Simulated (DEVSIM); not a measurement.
Structure: Mo/AlN/n-Si capacitor, at 400 K.

```
layer (left to right)  material  thickness (nm)  Nd (cm⁻³)
---------------------  --------  --------------  ---------
1                           AlN            6.30          -
2                            Si           17000     5.5e14
```

Metal gate on the left, work function 4.6 eV. Fixed charge at the semiconductor interface 4.3e10 cm⁻² (in units of +e); no interface traps.

Constants are typed, rounded textbook-type inputs, not results; the design itself was drawn at random and stands for no fabricated device. Values at 300 K; Nc and Nv go as T^1.5, mobilities as T to minus their exponent, the gap by Varshni's rule with the affinity fixed.

```tsv
parameter	AlN	Si
gap (eV)	6.1	1.124
affinity (eV)	1.9	4.05
permittivity	8.5	11.7
Nc (cm⁻³)	-	2.86e19
Nv (cm⁻³)	-	3.1e19
Varshni α (eV/K)	-	0.000473
Varshni β (K)	-	636
```

Simulated with DEVSIM: 1D Poisson equation in equilibrium, Boltzmann statistics, complete ionisation; no quantum confinement or tunnelling. Metal contacts follow the ideal Schottky-Mott rule: no Fermi-level pinning, no interface dipoles.

### Question
Give the band bending (positive: bands bend down) and minority sheet density.

### Answer

```json
[
 {"Vg (V)": "-1.1", "ψs (V)": "-0.699", "minority carriers (cm⁻²)": "4.1e12"},
 {"Vg (V)": "-0.8", "ψs (V)": "-0.657", "minority carriers (cm⁻²)": "2.2e12"},
 {"Vg (V)": "-0.5", "ψs (V)": "-0.570", "minority carriers (cm⁻²)": "5.8e11"},
 {"Vg (V)": "-0.2", "ψs (V)": "-0.348", "minority carriers (cm⁻²)": "6.8e9"},
 {"Vg (V)": "0.1", "ψs (V)": "-0.053", "minority carriers (cm⁻²)": "1.0e8"},
 {"Vg (V)": "0.4", "ψs (V)": "0.205", "minority carriers (cm⁻²)": "< 1e8"},
 {"Vg (V)": "0.7", "ψs (V)": "0.321", "minority carriers (cm⁻²)": "< 1e8"},
 {"Vg (V)": "1", "ψs (V)": "0.373", "minority carriers (cm⁻²)": "< 1e8"}
]
```
